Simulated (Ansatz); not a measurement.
The starting structures come from a database of crystals and need not be the phases stable at ambient conditions.

Inside the gap of an insulator the Bloch states are evanescent, with a wavenumber k + iκ along the transport direction.

Input:

```xyz
9
Lattice="5.3914 0.0000 0.0000 0.0000 7.6246 0.0000 2.6957 3.8123 2.6957" Properties=species:S:1:pos:R:3 pbc="T T T"
Sr     2.6957     5.7184     0.0000
Sr     2.6957     1.9061     0.0000
H      5.3914     1.7243     0.0000
H      0.0000     5.9003     0.0000
H      1.4764     3.8123     1.4764
H      6.6106     7.6246     1.2193
H      3.9149     3.8123     1.4764
H      4.1721     7.6246     1.2193
Os     0.0000     0.0000     0.0000
```

Space group of this cell: Fm-3m. The cell is taken as given.

Transport runs along the normal of the first two printed cell vectors, the (110) plane of the conventional cell.

No gap correction and no spin-orbit coupling; mid-gap values are interpolated between computed energies.

### Question
Give the band gap and the smallest decay constant κ at mid-gap that r2SCAN run with Ansatz (an electronic-structure program) yields.

### Answer
Gap 2.78 eV on a 12×12×12 mesh; κ = 0.395 1/Å, at the zone centre.
